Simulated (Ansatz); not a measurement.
System: MgZn3O4 (model structure, P6₃mc, No. 186, 16 atoms in the cell). Method: PBEsol (Ansatz, a quantum-chemistry and plane-wave program, plane waves, PAW).

Settings: plane-wave cutoff 520 eV, 6×6×8 k mesh (along the axes of the cell as run), Fermi–Dirac smearing 0.01 eV, scalar-relativistic PAW data made under PBE.

Cell (relaxed with PBEsol):

Space group P6₃mc (No. 186); a = 6.4811 Å, b = 6.4811 Å, c = 5.1908 Å, α = 90.00°, β = 90.00°, γ = 120.00°

| atom | site | symmetry | x | y | z |
|---|---|---|---|---|---|
| Mg | 2b | 3m. | 0.6667 | 0.3333 | 0.0015 |
| O | 2b | 3m. | 0.6667 | 0.3333 | 0.3831 |
| Zn | 6c | .m. | 0.1656 | 0.3312 | 0.0013 |
| O | 6c | .m. | 0.1670 | 0.3340 | 0.3825 |

Problem. What does this level give for the band gap?

Solution. 
- band gap: 1.36 eV (direct)

Note: the relaxation could raise the start's symmetry but not lower it, so the cell can be a saddle point.

The computed numbers hold no vibrational or temperature effects.

Computing time: around 2.2 core-minutes (rough).

A model structure was made by putting elements into a prototype or built by hand; it is no filed structure, need not be a known phase, and can be a saddle point held by its symmetry.
